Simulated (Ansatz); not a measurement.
MnBr2 (Fd-3m, No. 227, 12 atoms in the cell; start mp-571084; a measured phase of this formula has another space group), treated with PBE0 in Ansatz (PAW).

Run with plane-wave cutoff 500 eV, 4×4×4 k mesh, gaussian smearing 0.02 eV, spin-polarised start, scalar-relativistic PAW data made under PBE.

Cell (relaxed with r²SCAN):

```cif
data_Br32Mn16
_chemical_formula_sum 'Mn16 Br32'
_space_group_name_H-M_alt 'Fd-3m :1'
_space_group_IT_number 227
_space_group_name_Hall 'F 4d 2 3 -1d'
_cell_length_a 10.98531
_cell_length_b 10.98531
_cell_length_c 10.98531
_cell_angle_alpha 90.000
_cell_angle_beta 90.000
_cell_angle_gamma 90.000
loop_
_atom_site_label
_atom_site_type_symbol
_atom_site_symmetry_multiplicity
_atom_site_Wyckoff_symbol
_atom_site_fract_x
_atom_site_fract_y
_atom_site_fract_z
_atom_site_occupancy
Mn1 Mn 16 d 0.62500 0.62500 0.62500 1
Br1 Br 32 e 0.37958 0.37958 0.37958 1
```
(The calculation used a cell of 12 atoms; values per cell refer to that cell.)

Problem. Give the computed band gap.

Solution. 
* **band gap**: 4.81 eV (on the SCF k mesh)

Note: the magnetic order was assumed, not searched for or taken from measurement; cell and atoms aren't relaxed at this level (pressure 0.6 GPa).

Spin–orbit coupling is not included.

Computing time: roughly 13 core-minutes.

A start named mp-… is a Materials Project structure, which need not be a measured phase.

Ansatz is a program for electronic structure.
